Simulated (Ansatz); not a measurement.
The starting structures come from a database of crystals and need not be the phases stable at ambient conditions.

 Where the default PAW files enter, the runs use the earlier of Ansatz's two default sets.

Tunnelling through a barrier is set by its complex band structure: the current falls as exp(−2κd) with the smallest κ.

```yaml
crystal:
  lattice:
    - [2.92178, 0.00000, 0.00000]
    - [-1.46089, 2.53034, 0.00000]
    - [0.00000, 0.00000, 10.45103]
  atoms:
    - { symbol: Li, position: [0.00000, 0.00000, 0.00000] }
    - { symbol: Li, position: [0.00000, 0.00000, 0.50000] }
    - { symbol: Nb, position: [0.33333, 0.66667, 0.75000] }
    - { symbol: Nb, position: [0.66667, 0.33333, 0.25000] }
    - { symbol: O, position: [0.33333, 0.66667, 0.12183] }
    - { symbol: O, position: [0.66667, 0.33333, 0.87817] }
    - { symbol: O, position: [0.66667, 0.33333, 0.62183] }
    - { symbol: O, position: [0.33333, 0.66667, 0.37817] }
```

Space group of this cell: P6_3/mmc. The cell is taken as given; by r2SCAN its mean pressure is -4.7 GPa.

Transport runs along the normal of the first two printed cell vectors, the (001) plane of the conventional cell.

The gap is the functional's own. No spin-orbit coupling. Mid-gap values are interpolated on the energy grid.

Predict the band gap and the smallest decay constant κ at mid-gap from r2SCAN (Ansatz, a program for electronic structure).

Gap 1.79 eV on a 12×12×4 mesh; κ = 0.443 1/Å, at (0.167, 0.000) of the in-plane reciprocal vectors. At the zone centre, at the nearest computed energy, the slowest state has κ = 0.57 1/Å.
